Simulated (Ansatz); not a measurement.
Base system: MgTe in the zinc blende structure (space group F-43m, No. 216; a = 6.438 Å).

The values are results of PBEsol in Ansatz (plane waves to 420 eV, PAW, no spin-orbit coupling), earlier PAW set, not measurements.

Carriers are added at fixed cell with a uniform background; the Fermi–Dirac width is that of 300 K.

One change was made to it. Results:

| quantity | base | after |
|---|---|---|
| valley order (the lowest conduction-band minima on the path, energy above the VBM, named in the base's zone) | Γ 2.35 eV; X along ⟨100⟩ 2.71 eV; L along ⟨111⟩ 3.18 eV | Γ 2.38 eV; X along ⟨100⟩ 2.75 eV; L along ⟨111⟩ 3.20 eV |
| Fermi level relative to the doped band's edge (positive inside the band; to 0.05 eV) | – | +0.10 eV |

### Question
Which change produced these results?
(A) holes 7.0×10^20 cm⁻³
(B) electrons 7.0×10^20 cm⁻³
(C) electrons 1.0×10^21 cm⁻³

### Answer
A, holes 7.0×10^20 cm⁻³. For comparison, the Fermi level from band edge in the other runs: electrons 1.0×10^21 cm⁻³ gives +0.70 eV; electrons 7.0×10^20 cm⁻³ gives +0.60 eV.

Charged cell with a jellium background: band edges are those of the host's band count, energies are not comparable with the neutral cell, and many-body gap narrowing is missing. Spin-orbit coupling, missing from the scalar runs, can matter with Te. The levels and masses belong to the bands next to the band gap. Stability against distortions was not tested.

Ansatz is a program for electronic structure.
